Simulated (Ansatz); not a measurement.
A user runs Ansatz (a first-principles code) on ZrTiS4 (P-3m1, 6 atoms in the cell) and asks whether the run is sound. The aim is a self-consistent single point with DFT, PBEsol, plane waves, default PAW files made with PBE.

Cell that was meant: a = 3.5705 Å, b = 3.5705 Å, c = 12.2958 Å, α = 90.00°, β = 90.00°, γ = 120.00°.

Part of the input:

Ansatz 0.2 input:
```yaml
    - { symbol: S, position_ang: [-0.00000179, 2.06145303, 1.35548458] }
    - { symbol: S, position_ang: [1.78527179, 1.03072497, 4.63107505] }
    - { symbol: S, position_ang: [-0.00000179, 2.06145303, 7.66468495] }
basis:
  ecutwfc: 60
kpoints:
  mp_grid: { grid: [11, 11, 3] }
hamiltonian:
```

Log, with long lists cut:

```
   [... lines left out ...]
PAW frozen core: S, regenerated for the run's functional, and the local potential with it
Initial density: superposition of atomic densities (neutral atoms: chi_scale 0, normalization atom), corrected by the library's trained network
Initial wavefunctions: pseudopotential atomic-orbital guess
Eigensolver: davidson
Functional: x = pbesol(κ = 0.804, μ = 0.12345679012345678), c = pbesol(β = 0.046)
SCF iter   1: F=—  HF=-9894.493428 eV  |F-HF|=—  |Δ(HF+E_count)|=         —  Δρ=3.73e-1  dr2=1.82e2  ethr=1.77e-3  ⟨swp⟩=7.3  Hψ=5998  notcnv=0
all-band conjugate gradients solve this SCF's bands
preconditioner: auto → Resta (q_TF=auto, 2.294 Å⁻¹)
   [... lines left out ...]
SCF iter  10: F=—  HF=-9754.556285 eV  |F-HF|=—  |Δ(HF+E_count)|=   2.98e-6  Δρ=1.14e-4  dr2=2.63e-5  ethr=6.74e-9  ⟨swp⟩=1.1  Hψ=1257  notcnv=0  defer=65
SCF iter  11: F=—  HF=-9754.556278 eV  |F-HF|=—  |Δ(HF+E_count)|=   7.50e-6  Δρ=3.88e-5  dr2=2.87e-6  ethr=6.74e-9  ⟨swp⟩=2.0  Hψ=1865  notcnv=0  defer=65
SCF iter  12: F=-9754.556277 eV  HF=-9754.556277 eV  |F-HF|=3.16e-8  |Δ(HF+E_count)|=   8.89e-7  Δρ=5.08e-6  dr2=5.50e-8  ethr=2.08e-10  ⟨swp⟩=11.7  Hψ=6849  notcnv=0
SCF 1 converged in 12 iterations: F = -9754.556277 eV  dr2 = 5.50e-8
Free energy (F): -9754.556277 eV
Internal energy: -9754.555760 eV  (E = F + TS)
E sigma→0 (E₀):  -9754.556019 eV
Entropy (-TS):   -0.000517 eV (-0.086 meV/atom)
Fermi energy:    9.296067 eV
--- Forces (eV/Å), atoms counted from 1 ---
  atom   1  Zr    -0.00000000     0.00000000     0.00000000
  atom   2  Ti    -0.00000000     0.00000000     0.00000000
  atom   3  S      0.00000000    -0.00000000     3.33919727
  atom   4  S     -0.00000000     0.00000000    -3.33919727
  atom   5  S      0.00000000    -0.00000000     2.34093556
  atom   6  S     -0.00000000     0.00000000    -2.34093556
--- Stress (GPa, compression-positive) ---
      -26.882168       0.000000      -0.000000
        0.000000     -26.882168      -0.000000
       -0.000000       0.000000     -26.703815
  P = ⅓ Tr σ = -26.8227 GPa (-268.227 kbar)
  The stress holds the Pulay correction. Without it, at fixed plane waves, as pw.x and ABINIT print it: P = -504.0550 GPa
```

Problem. Can these results be used? Check the input.

Solution. The run is not sound. The fault is this: a cutoff meant in Ry typed as a bare number, read as eV. A bare number is read in the key's own unit, and eV, Ry (13.6 eV) and Ha (27.2 eV) lie far apart, so the setting ends up far from the one that was meant. To fix it, convert the value to the unit that the key expects. The run converged in 12 iterations without an error; against the sound input the free energy rises by 66.0 eV/atom, the pressure goes from -3.66 to -26.82 GPa, the largest force goes from 0.406 to 3.339 eV/Å and no clean gap remains on the mesh (levels overlap or are partly filled), against 0.42 eV before. At a fixed set of plane waves, without the program's Pulay estimate, the pressure is -504.06 GPa against -3.67 GPa.

The sound input it was made from differs as follows (other fixes are possible):
```diff
-basis:
-  ecutwfc: 60
```

With that input, the run converged in 9 iterations: free energy E − TS (on the zero of these files) -10150.6155 eV; top of the valence band (on the code's own zero) 6.25 eV; gap on the k-point mesh 0.42 eV; pressure -3.66 GPa; largest force (vector length) 0.406 eV/Å (DFT, PBEsol, plane waves, default PAW files made with PBE).

On the sound input: the starting cell comes from a database of computed structures (which also holds hypothetical and non-ambient phases and stackings), without a prior relaxation at this level. With a pressure of about -4 GPa the cell is away from its equilibrium volume at this level. Ansatz's pressure includes its estimate of the finite-basis (Pulay) stress.
